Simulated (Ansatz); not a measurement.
Base system: CsLiBr2 (space group P4/nmm, No. 129; a = 5.187 Å, c = 9.943 Å; a cell from a computed database, its experimental status unchecked). Axes: x, y, z lie along a, b, c of the conventional cell.

Method: r2SCAN (Ansatz, a quantum-chemistry and plane-wave program), no spin-orbit coupling, earlier PAW set.

Base values:

- Shortest interatomic distance = 2.495 Å
- Pressure = 0.0 kbar
- Smallest direct gap = 5.25 eV

Perturbation: biaxial strain −0.72 %, plane normal [001], relaxed out of plane (Cartesian); in-plane vectors clamped, the third vector and the atoms free.

Question: Estimate the effect on the shortest interatomic distance.

Answer: The shortest interatomic distance goes up by 0.004 Å to 2.499 Å.

Question: Estimate the effect on the pressure.

Answer: The pressure (mean of the normal stresses, compression positive) goes from zero to 2.3 kbar.

Question: How does this affect the smallest direct gap?

Answer: The smallest direct gap goes up by 0.02 eV (5.25 eV → 5.27 eV).

Whether these cells are dynamically stable was not tested.
